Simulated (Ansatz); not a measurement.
Cost and result by functional for the surface energy of the (211) surface of alpha tin in its 1x1 cell, outermost plane spacing 1.36 Å in the ideal cut, in Ansatz (plane waves, PAW). Single points on the PBE structure, on one kind of machine; costs are rough ratios of the slab run's core time (references not counted) to the cheapest single point. r2SCAN's cost holds its higher cutoff (500 against 420 eV). Differences are taken against r2SCAN for comparison alone: no measured value is at hand, so the table doesn't rank accuracy.

Set-up: 16 atoms, 9.5 Å thick at the start (thin: gaps and levels are the slab's own); mesh 8x4x1; 0.1 eV smearing; dipole correction on; all atoms relaxed; held to the start's symmetry, so lower structures may exist; no spin, no spin-orbit, no U. These notes are the PBE run's.

```csv
functional,relative cost,surface energy (J/m²),less r2SCAN (J/m²)
RPBE,1,0.56,-0.24
LDA,1,0.83,0.03
PBEsol,1,0.76,-0.05
r2SCAN,2,0.80,0.00
PBE (the relaxed run's value),–,0.65,-0.15
```

The values span 0.27 J/m², while the single points' costs differ by a factor of roughly 2. Differences are of unrounded values.

Ansatz is a first-principles code.
